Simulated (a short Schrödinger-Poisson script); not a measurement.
System: symmetric double-gate stack, HfO2 on p-type Si(110), at 300 K.

```
layer  material  thickness (nm)  Na (cm⁻³)
-----  --------  --------------  ---------
1          HfO2               8          -
2            Si               3       2e15
3          HfO2               8          -
```

The device is made up for the run: typed textbook-type constants, with dimensions and the other settings drawn at random. HfO2: permittivity 22, conduction-band edge (eV) 1.55, gap (eV) 5.7, electron mass (mₑ) 0.2. Si: permittivity 11.7, conduction-band edge (eV) 0, gap (eV) 1.124, Nv at 300 K (cm⁻³) 3.1e19.

Channel valleys (confinement mass, in-plane density-of-states mass, number): Δ4 0.315, 0.324, 4; Δ2 0.19, 0.417, 2. At the gates, both at one voltage, the conduction-band edge of layer 1 lies 1.89 eV − eVg above the Fermi level of the channel. Gaps are held at their typed values at every temperature. Mesh 0.03 nm at interfaces.

Solved with a short Schrödinger-Poisson script written for these runs: 1D Poisson equation in equilibrium, electrons quantum, Hartree (BenDaniel-Duke, 12 states a valley, the channel's in-plane mass for all, wave functions ending at the dielectric), parabolic valleys, classical holes, full ionisation, no traps, pinning or gate leakage.

The same stack at other levels of the model or other numerical settings:

| run | sheet density of all electrons at Vg = 1.05 V (cm⁻²) | sheet density of all electrons at Vg = 0.45 V (cm⁻²) | capacitance of both gates at Vg = 1.05 V (μF/cm²) | gate voltage at 1e11 electrons/cm² (V) | rough cost against the base |
|---|---|---|---|---|---|
| base | 1.42e13 | 1.08e12 | 3.78 | 0.35 | about 1 |
| electrons treated as classical, Boltzmann | 1.96e13 | 3.61e12 | 4.52 | 0.23 | 0.07 |
| electrons treated as classical, Fermi-Dirac | 1.87e13 | 3.51e12 | 4.22 | 0.23 | 0.2 |
| mesh six times as coarse | 1.42e13 | 1.09e12 | 3.78 | 0.35 | 0.4 |
| one subband a valley | 1.42e13 | 1.08e12 | 3.78 | 0.35 | 0.6 |

The classical rows ignore confinement, and Boltzmann statistics overrate the density once the band edge passes the Fermi level.
